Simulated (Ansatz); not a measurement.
Lu in the hcp (Mg type) structure (space group P6_3/mmc, No. 194)

Space group P6₃/mmc (No. 194); a = 3.4451 Å, b = 3.4451 Å, c = 5.3488 Å, α = 90.00°, β = 90.00°, γ = 120.00°

```tsv
atom	site	symmetry	x	y	z
Lu	2d	-6m2	0.6667	0.3333	0.2500
```

Level of theory: Ansatz (an electronic-structure program) PBEsol, scalar-relativistic without spin-orbit coupling. k-mesh 16×16×9 (Γ-centred); smearing 0.05 eV (Fermi–Dirac).

```json
{
  "volume_per_atom": "27.49 Å³",
  "density": "10.57 g/cm³",
  "band_gap": "zero",
  "total_energy": "-14611.484 eV/atom (σ→0; compares only within this code and set-up)"
}
```

Whether these cells are dynamically stable was not tested.
